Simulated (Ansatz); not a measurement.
The parent structure is Be in the hcp (Mg type) structure (space group P6_3/mmc, No. 194; a = 2.2627 Å, c = 3.5664 Å; relaxed with 0.1 eV smearing). Axes: x lies along a and z along c of the hexagonal cell.

Structures relaxed with PBE in Ansatz (plane waves to 420 eV, PAW, no spin-orbit coupling).

Base:

Simulated powder pattern, Cu Kα1, λ = 1.54056 Å (kinematic, ideal powder, no thermal factors, no anomalous dispersion; the 8 strongest lines at most, above 2 %, up to 2θ = 90°):

```tsv
2θ (°)	I/Imax (%)	hkl
46.29	26	(100)
51.18	25	(002)
53.30	100	(101)
71.47	14	(102)
85.82	19	(110)
```

One thing is altered: biaxial strain +1.00 %, plane normal [001], relaxed out of plane (Cartesian); in-plane vectors clamped, the third vector and the atoms free.

Task: Where do the lines fall after the change?

Result: 
Simulated powder pattern, Cu Kα1, λ = 1.54056 Å (kinematic, ideal powder, no thermal factors, no anomalous dispersion; the 8 strongest lines at most, above 2 %, up to 2θ = 90°):

```
2θ (°)  I/Imax (%)    hkl
------  ----------  -----
45.81           26  (100)
51.22           24  (002)
52.87          100  (101)
71.13           14  (102)
84.77           19  (110)
```

The indices refer to the base's conventional cell; one index is shown for lines that coincide.

Stability against distortions was not tested.

Ansatz is a quantum-chemistry and plane-wave program.
